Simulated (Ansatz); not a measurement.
The parent structure is GaP in the zinc blende structure (space group F-43m, No. 216; a = 5.506 Å). Axes: x, y, z lie along the cube axes.

Computed with DFT with PBE, PAW potentials and a 420 eV plane-wave cutoff in Ansatz (a program for electronic structure), scalar-relativistic without spin-orbit coupling.

Perturbation: every lattice vector is shortened by 2.00 %, atoms relaxed at fixed cell.

Question: Predict the stress tensor and what it implies for the stiffness.

Answer: Stress of the strained cell less that of the base (GPa, compression positive):
```
   5.34    0.00    0.00
   0.00    5.34    0.00
   0.00    0.00    5.34
```

Then B = −ΔP/(ΔV/V₀) with ΔV/V₀ = -0.0588 gives secant stiffness values (nonlinear terms included at this strain): B ≈ 91 GPa.

As a check, the harmonic strain energy −½ V₀ Δσ:ε is 21 meV/atom; the computed energy rise is 19 meV/atom.

Whether these cells are dynamically stable was not tested.
